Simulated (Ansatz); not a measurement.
A relaxation of cell and atoms of Cs₃Bi (Fm-3m, 4 atoms in the cell) with Ansatz (a quantum-chemistry and plane-wave program).

Computed with PBEsol, default PAW files made with PBE (plane waves; Ansatz).

The change in words: atoms on their sites; basis.ecutwfc: 420 eV → 250 eV; relax: default → cell and atoms. Reference geometry:
```
CELL_PARAMETERS angstrom
      0.00000     4.67311     4.67311
      4.67311     0.00000     4.67311
      4.67311     4.67311     0.00000
ATOMIC_POSITIONS crystal
  Cs 0.25000 0.25000 0.25000
  Cs 0.75000 0.75000 0.75000
  Cs 0.50535 0.50535 0.49465
  Bi 0.00000 0.00000 0.00000
```

Reference input (self-consistent single point, DFT, PBEsol, plane waves, default PAW files made with PBE): basis.ecutwfc = 420 eV; kpoints.mp_grid.grid = 5 5 5; hamiltonian.xc = pbesol; hamiltonian.pseudopotentials = {kind: paw} (the program's default PAW files); scf.occupations.method = gaussian; scf.occupations.width = 0.272 eV. This run's input differs from it in these lines:

Ansatz 0.2 input:
```diff
@@ -9,6 +9,6 @@
     - { symbol: Cs, position_ang: [7.009668, 7.009668, 7.009668] }
-    - { symbol: Cs, position_ang: [4.673112, 4.673112, 4.723114] }
+    - { symbol: Cs, position_ang: [4.673112, 4.673112, 4.673112] }
     - { symbol: Bi, position_ang: [0.000000, 0.000000, 0.000000] }
 basis:
-  ecutwfc: 420.0
+  ecutwfc: 250.0
 kpoints:
@@ -20,2 +20,4 @@
   occupations: { method: gaussian, width: 0.272 }
+relax:
+  cell: {}
 output:
```

Log, with long lists cut:

```
   [... SCF lines of the steps left out ...]
relax step   1: F+E_penalty+E_count = -28999.63741347 eV  Δ(F+E_penalty+E_count) = +0.000e0 eV  max|allowed force component| = 6.650e-18 eV/Å  Δτ_max = 0.0000 Å  P = -0.426 GPa  Ω = 204.103 Å³  (6 SCF iters, dr2 threshold 1.00e-7 eV, accepted)
relax step   2: F+E_penalty+E_count = -28999.75494425 eV  Δ(F+E_penalty+E_count) = -1.175e-1 eV  max|allowed force component| = 2.718e-17 eV/Å  Δτ_max = 0.0000 Å  P = +0.224 GPa  Ω = 201.415 Å³  energy of the carried Pulay correction = +1.158e-1 eV  [...]
   [... lines left out ...]
relax step  13: F+E_penalty+E_count = -28999.67032853 eV  Δ(F+E_penalty+E_count) = -3.352e-2 eV  max|allowed force component| = 2.486e-17 eV/Å  Δτ_max = 0.0000 Å  P = +0.001 GPa  Ω = 195.330 Å³  energy of the carried Pulay correction = +3.335e-2 eV  [...]
relax step  14: F+E_penalty+E_count = -28999.63971063 eV  Δ(F+E_penalty+E_count) = +3.062e-2 eV  max|allowed force component| = 2.891e-17 eV/Å  Δτ_max = 0.0000 Å  P = -0.037 GPa  Ω = 195.330 Å³  stress off target by 3.67e-2 GPa  SCF on the basis [...]
basis re-selected at this cell: Δ(F+E_penalty+E_count) = +3.062e-2 eV, ΔP = -0.038 GPa vs the last step
the relaxation is at rest under the 48 symmetry operations that the run kept from its start: a minimum is not shown …
Stability not checked: this state was not tested for a lower state beside it, because too few of the mixer's solves of this state at the end of the SCF gave a …
Free energy (F): -28999.639711 eV
Internal energy: -28999.634819 eV  (E = F + TS)
   [... lines left out ...]
Fermi energy:    6.707850 eV
  cell:  # Å, volume = 195.3303 Å³
   [... lines left out ...]
    - [4.605179160904954, -2.1400562538161472e-33, 4.605179160904954]
    - [4.605179160904954, 4.605179160904954, -1.7929340340751352e-33]
  atoms:
    - { symbol: Cs, position: [0.25, 0.25, 0.25] }
    - { symbol: Cs, position: [0.7500000000000001, 0.7500000000000001, 0.7500000000000001] }
    - { symbol: Cs, position: [0.5, 0.5, 0.5] }
    - { symbol: Bi, position: [-3.266721042140392e-35, 2.775706708906969e-35, -1.9922302864798705e-35] }
```

The run converged. 

Summary of the result:
- Free energy E − TS (on the zero of these files): -28999.6397 eV
- Pressure: -0.04 GPa
- Final cell: a = b = c = 6.513 Å, α = β = γ = 60.00°
- Final volume per atom: 48.83 Å³
- Relaxation steps: 14

The starting cell comes from a database of computed structures (which also holds hypothetical and non-ambient phases and stackings), without a prior relaxation at this level. Its lattice was rescaled by up to half a per cent. The relaxation keeps the symmetry of its start, so its end need not be a minimum. Ansatz's pressure includes its estimate of the finite-basis (Pulay) stress. Without the estimate this run gives -7.27 GPa. The cutoff lies below the one recommended for these files.
